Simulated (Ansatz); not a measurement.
In an H-capped Ge nanowire along [110], 30 atoms a period besides the caps, the lowest empty band has its minimum at Γ and lies 0.082 eV higher 0.0479 Å⁻¹ away along the axis.

Method: PBE (plane waves to 420 eV, PAW; Ansatz, a first-principles code). Mesh 1×1×8. No spin polarisation. One-dimensional cell, images about 11 Å apart. An idealised model, cut from the bulk lattice. It keeps the symmetry and period of its start, so it need not be a minimum against all distortions. Values not marked SOC lack spin–orbit coupling.

Estimate the electron mass along the axis.

For a parabola ΔE = ħ²Δk²/2m, and ħ²/2mₑ = 3.810 eV Å². So m/mₑ = 3.810 × 0.0479²/0.082 = 0.11. The curvature over a step a third as long gives 0.10; the band is close to a parabola here.
